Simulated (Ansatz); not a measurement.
Functionals compared on CH3 on the 1x1 (0001) surface of hcp Co, ferromagnetic, one in a 2x2 cell, started at the site 'hollow Co-Co-Co over Co at depth 2.0 Å', in Ansatz (plane waves, PAW). The structure was relaxed with PBE; the other rows are single points on it, each with its references at the same level. Cutoff 420 eV.

Model: 20-atom slab, 6.0 Å thick at the start under the adsorbate (thin: gaps and levels are the slab's own), 7x7x1 mesh, Fermi-Dirac 0.1 eV, dipole correction, 8 atoms held, the rest relaxed; start symmetry kept, larger cells not searched; spin-polarised, no spin-orbit, no U, no dispersion correction. At the end it is bonded to 3 Co. In PBE it is, or lies within 0.03 eV of, the lowest of the starts that converged. These notes are the PBE run's. Adsorption energies are against CH4(g) − ½ H2(g). A negative adsorption energy means that the adsorbate is more stable on the surface than in its reference.

```tsv
functional	adsorption energy (eV)	work function of the top face (eV)	change of the work function (eV)	magnetic moment of the cell (μB)	rough cost of the single point
PBE	0.53	3.63	-1.35	26.51	–
RPBE	(withheld)	(withheld)	(withheld)	26.75	around 5 core-minutes (rough)
```

Task: Some entries are withheld; supply them.

Result: 
- RPBE, adsorption energy (eV): 0.87
- RPBE, work function of the top face (eV): 3.52
- RPBE, change of the work function (eV): -1.28

Ansatz is a quantum-chemistry and plane-wave program.
